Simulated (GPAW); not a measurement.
Worked example: self-consistent single point of BaSn3Pd (I4mm, 5 atoms in the cell) in GPAW.

Method: PBEsol, GPAW PAW datasets PBEsol (made by gpaw-setup) (plane waves; GPAW).

```xyz
5
Lattice="-2.4684 2.4684 5.6351 2.4684 -2.4684 5.6351 2.4684 2.4684 -5.6351" Properties=species:S:1:pos:R:3 pbc="T T T"
Ba     0.0000     0.0000    11.2701
Sn     2.4684     0.0000     2.8124
Sn     0.0000     2.4684     2.8124
Sn     0.0000     0.0000     4.6496
Pd     0.0000     0.0000     7.3299
```

Reference input (self-consistent single point, DFT LDA (Perdew-Wang 92), plane waves, GPAW PAW datasets LDA (gpaw-data 1.0.1)): mode = pw; ecut = 600 eV; xc = LDA; kpts = 5 5 5; mesh shift (steps) = 0 0 0; occupations.name = fermi-dirac; occupations.width = 0.05 eV; nbands = -13; convergence.density = 1e-05 e/electron; convergence.energy = 1e-05 eV/electron; symmetry.symmorphic = false; symmetry.tolerance = 0.0005. This run's input differs from it in these lines:

```diff
@@ -16,3 +16,3 @@
 calc = GPAW(mode={'name': 'pw', 'ecut': 600},
-            xc='LDA',
+            xc='PBEsol',
             kpts=(5, 5, 5),
```

Its files differ too (potentials: GPAW PAW datasets PBEsol (made by gpaw-setup)).

Log, with long lists cut:

```
     iter     time        total  log10-change:
                         energy   eigst   dens
iter:   1 --:--:--   -27.252744
iter:   2 --:--:--   -24.928028   -0.97  -1.26
iter:   3 --:--:--   -23.804504   -1.28  -1.39
iter:   4 --:--:--   -24.094055   -0.98  -1.53
iter:   5 --:--:--   -24.116911   -1.97  -1.76
   [... 2 lines left out ...]
iter:   8 --:--:--   -23.497039   -3.63  -2.46
iter:   9 --:--:--   -23.498866   -3.94  -2.68
iter:  10 --:--:--   -23.494834   -3.61  -2.86
iter:  11 --:--:--   -23.494590   -4.89  -3.24
iter:  12 --:--:--   -23.494603c  -5.58  -3.39
iter:  13 --:--:--   -23.494601c  -5.46  -3.41
   [... lines left out ...]
iter:  19 --:--:--   -23.494547c  -6.95  -3.99
iter:  20 --:--:--   -23.494539c  -6.30  -4.09
iter:  21 --:--:--   -23.494540c  -7.65c -4.20
iter:  22 --:--:--   -23.494546c  -6.93  -4.22
iter:  23 --:--:--   -23.494544c  -8.03c -4.41
iter:  24 --:--:--   -23.494542c  -7.93c -4.48
iter:  25 --:--:--   -23.494540c  -8.14c -4.64
iter:  26 --:--:--   -23.494541c  -7.76c -4.81
iter:  27 --:--:--   -23.494540c  -8.99c -4.88
iter:  28 --:--:--   -23.494540c  -9.56c -4.90
iter:  29 --:--:--   -23.494540c  -9.30c -4.91
iter:  30 --:--:--   -23.494540c  -9.26c -4.95
iter:  31 --:--:--   -23.494540c  -8.23c -5.04c
Converged after 31 iterations.

Dipole moment: (0.000000, -0.000000, -0.338611) |e|*Ang

Energy contributions relative to reference atoms: (reference = -862159.038249)

Kinetic:         +4.412667
Potential:       -6.831657
External:        +0.000000
XC:             -20.848391
Entropy (-ST):   -0.024410
Local:           -0.214955
SIC:             +0.000000
--------------------------
Free energy:    -23.506745
Extrapolated:   -23.494540

Showing only first 2 kpts
 Kpt  Band  Eigenvalues  Occupancy
  0    32      5.81741    2.00000
  0    33      7.83517    0.00587
  0    34      8.05653    0.00007
  0    35      8.05653    0.00007

  1    32      6.41105    2.00000
  1    33      6.42901    2.00000
  1    34      7.54354    1.00233
  1    35      9.18558    0.00000

Fermi level: 7.54377

No gap
   [... lines left out ...]
Energy (eV): -23.49454

Forces in eV/Ang:
  0 Ba    0.00000   -0.00000   -0.02517
  1 Sn   -0.00000    0.00000   -0.01071
  2 Sn    0.00000   -0.00000   -0.01071
  3 Sn    0.00000   -0.00000    0.03852
  4 Pd    0.00000    0.00000    0.00781

Stress tensor:
     0.013431     0.000000    -0.000000
     0.000000     0.013431    -0.000000
    -0.000000    -0.000000     0.012006
Stress (GPa, Voigt): [ 2.1519  2.1519  1.9235 -0.     -0.      0.    ]
```

The run converged in 31 iterations. GPAW prints stress with tension positive. Against the reference run the pressure goes from -3.93 to -2.08 GPa and the largest force goes from 0.062 to 0.039 eV/Å.

The starting cell comes from a database of computed structures (which also holds hypothetical and non-ambient phases and stackings), without a prior relaxation at this level. Spin polarisation is off.

Cost on one core of a shared machine: roughly 2 min.
